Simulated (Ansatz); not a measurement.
What tensor shear ε_xy = −2.19 % does to hypothetical Fm-3m WGe2

The parent structure is WGe2 (space group Fm-3m, No. 225; a = 6.078 Å; a hypothetical phase, not in the database extracts checked). Axes: x, y, z lie along the cube axes.

Now apply this change: a pure shear with ε_xy = ε_yx = -0.0219, atoms relaxed at fixed cell.

Calculations: r2SCAN (Ansatz, a quantum-chemistry and plane-wave program), spin-orbit coupling left out. Settings: 13×13×13 k-points, 0.05 eV Fermi–Dirac smearing.

```tsv
quantity	base	changed	shift
volume per atom	18.71 Å³	18.70 Å³	-0.01 Å³
shortest interatomic distance	4.974 bohr	4.973 bohr	-0.0003 bohr
energy relative to the base (free energy F)	0 meV/atom	-5.8 meV/atom	-5.8 meV/atom
pressure (mean of the normal stresses, compression positive)	0.0 GPa	-0.1 GPa	-0.1 GPa
band gap	zero	zero	–
largest internal atomic displacement	–	0.069 Å	–
stress (xx, yy, zz, yz, xz, xy; compression positive) (rough)	–	(-0.2, -0.2, 0.1, 0.0, 0.0, -2.4) GPa	–
```

Final structure:

```
WGe2
1.0
   -0.06656     3.03905     3.03905
    3.03905    -0.06656     3.03905
    2.97250     2.97250     0.00000
W Ge
1 2
Direct
  0.00000   0.00000   0.00000
  0.26137   0.26137   0.23863
  0.73863   0.73863   0.76137
```

Without a gap, meshes like the base's 13×13×13 leave anisotropic stresses uncertain by several tenths of a GPa, and small strain energies with them. The cells carry an imposed strain or load. No phonon test of stability was made. The final runs are not spin-polarised. Under tensor shear ε_xy = −2.19 % the cell ends below the base's energy or with stress of the wrong sign: the atoms slid into a distortion or the cell is elastically unstable, so the base is not a stable minimum at this level. WGe2 has a high density of states at the Fermi level and may be magnetic at this level.
